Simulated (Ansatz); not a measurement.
**Habitual settings against a tight run: the (100) slab of GePt (cut from a parent of space group no. 62; 16 atoms in the cell)**

Self-consistent single point.

```
PtGe
1.0
    3.79717     0.00000     0.00000
    0.00000     6.22157     0.00000
    0.00000     0.00000    26.45160
Ge Pt
8 8
Direct
  0.75000   0.58801   0.43906
  0.25000   0.41199   0.30244
  0.25000   0.08801   0.41124
  0.75000   0.91199   0.33026
  0.75000   0.58801   0.65667
  0.25000   0.41199   0.52004
  0.25000   0.08801   0.62885
  0.75000   0.91199   0.54787
  0.75000   0.19271   0.47996
  0.25000   0.80729   0.47915
  0.25000   0.69271   0.37035
  0.75000   0.30729   0.37115
  0.75000   0.19271   0.69756
  0.25000   0.80729   0.69676
  0.25000   0.69271   0.58795
  0.75000   0.30729   0.58876
```

Computed with LDA (PW92), PAW files made with PBE (plane waves; Ansatz, a first-principles code).

Base settings: basis.ecutwfc = 420 eV; kpoints.mp_grid.grid = 8 5 1; hamiltonian.xc = lda; hamiltonian.pseudopotentials = {kind: paw} (the program's default PAW files); scf.occupations.method = fermi_dirac; scf.occupations.width = 0.1 eV.

Tight run (finer mesh or higher cutoff; not a proven limit): basis.ecutwfc: 420 eV → 590 eV; kpoints.mp_grid.grid: 8 5 1 → 11 7 1; scf.convergence.dr2_threshold: default (1e-07 eV) → 1e-09 eV. It gave Fermi level (on the code's own zero) 4.10 eV; pressure averaged over the cell with its vacuum -5.97 GPa; largest force (vector length) 2.222 eV/Å.

Quick runs, as changes from the base:
- A: the base itself
- B: basis.ecutwfc: 420 eV → 210 eV; kpoints.mp_grid.grid: 8 5 1 → 8 8 1; scf.occupations.method: fermi_dirac → cold; scf.occupations.width: 0.1 eV → 0.272 eV
- C: basis.ecutwfc: 420 eV → 335 eV; kpoints.mp_grid.grid: 8 5 1 → 6 6 1; scf.occupations.method: fermi_dirac → gaussian; scf.occupations.width: 0.1 eV → 0.272 eV
- D: basis.ecutwfc: 420 eV → 210 eV; kpoints.mp_grid.grid: 8 5 1 → 2 2 1; scf.occupations.method: fermi_dirac → gaussian; scf.occupations.width: 0.1 eV → 0.272 eV; scf.convergence.dr2_threshold: default (1e-07 eV) → 0.0001 eV
- E: basis.ecutwfc: 420 eV → 250 eV; kpoints.mp_grid.grid: 8 5 1 → 1 1 1; hamiltonian.xc: lda → pbesol [PBEsol]
- F: basis.ecutwfc: 420 eV → 335 eV; kpoints.mp_grid.grid: 8 5 1 → 2 2 1

Energies are extrapolated to zero smearing width, which holds to low order in the width alone.

Dashes: time of D, E, F, under 30 s; energy of E, another energy zero.

† marks runs with another functional, U, potentials or spin treatment: their distance from the tight run is not a convergence error alone.

The count of work is k-points × plane waves × bands × iterations; it is no time. Core times come from one kind of shared machine and are given to one figure; runs under 30 s give none.

The starting cell comes from a database of computed structures (which also holds hypothetical and non-ambient phases and stackings), without a prior relaxation at this level. The slab is cut from that crystal, and its faces are unrelaxed. Its lattice was rescaled in the plane by a random factor within 2.5 % of one. Spin polarisation is off. The two faces of this cut differ, and no dipole correction was used. In the base run, forces exceed 1 eV/Å.

```
run  energy less tight (meV/atom)  largest miss in a force vector (eV/Å)  count of work / tight  core time / tight (rough)
---  ----------------------------  -------------------------------------  ---------------------  -------------------------
A                             3.7                                  0.024                   0.27                        0.2
B                          4701.0                                  0.571                   0.16                        0.1
C                            13.1                                  0.032                   0.20                        0.2
D                          4734.2                                  1.179                  0.020                          –
E†                              –                                  1.859                  0.012                          –
F                           -43.1                                  0.758                  0.061                          –
```

Among the runs at the tight run's level, the energy misses run from 3.7 to 4734.2 meV/atom.

Keys are those of Ansatz 0.2.
